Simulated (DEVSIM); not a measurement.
Device: illuminated Si n-on-p cell, one wavelength, at 400 K.

Layer 1 from the left is Si, thickness (μm) 0.830, Nd (cm⁻³) 4.8e18, τn (s) 6.1e-8, τp (s) 3.2e-9, absorption coefficient (cm⁻¹) 5100. Layer 2 from the left is Si, thickness (μm) 290, Na (cm⁻³) 1.4e15, τn (s) 1.7e-7, τp (s) 1.7e-7, absorption coefficient (cm⁻¹) 5100.

Left contact: ohmic, minority hole recombination velocity 20000 cm/s. Right contact: ohmic, minority electron recombination velocity 3000 cm/s. Voltage is applied to the left contact. Recombination: SRH at mid-gap, radiative, Auger. Gap narrowing is on: ΔEg = 6.92 meV × (l + √(l² + 0.5)), l = ln(N/1.3e17 cm⁻³), shared equally by both band edges. Light enters at the left, 8.2e16 photons cm⁻² s⁻¹, one pass, no reflection. Mobility is μmin + (μ − μmin)/(1 + (N/Nref)^α).

Constants are typed, rounded textbook-type inputs, not results; the design itself was drawn at random and stands for no fabricated device. Values at 300 K; Nc and Nv go as T^1.5, mobilities as T to minus their exponent, the gap by Varshni's rule with the affinity fixed.

Si: gap (eV) 1.124, affinity (eV) 4.05, permittivity 11.7, Nc (cm⁻³) 2.86e19, Nv (cm⁻³) 3.1e19, μn (cm²/Vs) 1417, μp (cm²/Vs) 470, μn,min 52, μp,min 45, Nref,n 9.7e16, Nref,p 2.2e17, αn 0.68, αp 0.72, T exponent of μn 2.3, T exponent of μp 2.2, B (cm³/s) 4.7e-15, Cn (cm⁶/s) 2.8e-31, Cp (cm⁶/s) 9.9e-32, Varshni α (eV/K) 0.000473, Varshni β (K) 636.

DEVSIM, 1D drift-diffusion, Boltzmann statistics, complete ionisation; no tunnelling, impact ionisation, image-force lowering or self-heating.

**Question.** What does the simulation give for the short-circuit current, the largest field in the device at zero bias, the fill factor, the potential step across the device at zero bias?

**Answer.** short-circuit current 10.9 mA/cm²; largest field in the device at zero bias 110000 V/cm; fill factor 0.54; potential step across the device at zero bias 0.635 V.
